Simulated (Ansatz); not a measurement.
System: BaAl4 (I4/mmm, No. 139). Method: LDA (Ansatz, an electronic-structure program, plane waves, PAW).

Run with plane-wave cutoff 520 eV, 18×18×18 k mesh, Fermi–Dirac smearing 0.05 eV, scalar-relativistic PAW data made under PBE.

Properties against volume:

Shape and atoms are relaxed at each volume.

| V (Å³/atom) | P (GPa) | c (Å) | a (Å) |
|---|---|---|---|
| 21.432 | 2.57 | 11.038 | 4.406 |
| 21.878 | 1.22 | 11.091 | 4.441 |
| 22.325 | 0.00 | 11.145 | 4.476 |
| 22.771 | -1.10 | 11.201 | 4.509 |
| 23.218 | -2.09 | 11.258 | 4.541 |

Note: the bulk modulus comes from volumes at which shape and atoms were relaxed.
